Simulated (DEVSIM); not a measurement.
System: Al/SiO2/p-GaAs capacitor, at 400 K.

Layer 1 from the left is SiO2, thickness (nm) 1.10. Layer 2 from the left is GaAs, thickness (nm) 3100, Na (cm⁻³) 4.4e16.

Metal gate on the left, work function 4.1 eV. Fixed charge at the semiconductor interface 1.5e11 cm⁻² (in units of +e); no interface traps.

Constants are typed, rounded textbook-type inputs, not results; the design itself was drawn at random and stands for no fabricated device. Values at 300 K; Nc and Nv go as T^1.5, mobilities as T to minus their exponent, the gap by Varshni's rule with the affinity fixed.

SiO2: gap (eV) 9, affinity (eV) 0.9, permittivity 3.9. GaAs: gap (eV) 1.424, affinity (eV) 4.07, permittivity 12.9, Nc (cm⁻³) 4.7e17, Nv (cm⁻³) 9e18, Varshni α (eV/K) 0.000541, Varshni β (K) 204.

Problem. Estimate by hand the flat-band voltage, the threshold voltage, and compare with a numerical solution.

Solution. 
- Flat-band voltage: C = 3.14 μF/cm², work-function difference -1.149 V; VFB = φms − qNf/C = -1.16 V; numerical -1.16 V.
- Threshold voltage: φF = 0.541 V, depletion charge √(4εqNφF) = 1.32e-7 C/cm²; VT = VFB + 2φF + Qd/C = -0.03 V; numerical -0.03 V.

DEVSIM, 1D Poisson equation in equilibrium, Boltzmann statistics, complete ionisation; no quantum confinement or tunnelling. Metal contacts follow the ideal Schottky-Mott rule: no Fermi-level pinning, no interface dipoles.
